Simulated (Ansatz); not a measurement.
The parent structure is SiO2 (space group P3_221, No. 154; a = 5.022 Å, c = 5.510 Å). Axes: x lies along a and z along c of the hexagonal cell.

All numbers come from PBE (Ansatz, a program for electronic structure; PAW; 420 eV plane waves; no spin-orbit coupling).

Base values:

| Quantity | Result |
|---|---|
| Width of the top valence band | 0.57 eV |

Modification: uniaxial strain ε_zz = −1.50 %, all other strain components held at zero, atoms relaxed at fixed cell.

Problem. What does the calculation give for the width of the top valence band after the change?

Solution. The width of the top valence band is nearly the same (0.57 eV against 0.58 eV).

Problem. Estimate the effect on the energy relative to the base.

Solution. The energy goes up by 0.8 meV/atom.

The levels and masses belong to the bands next to the band gap. Stability against distortions was not tested.
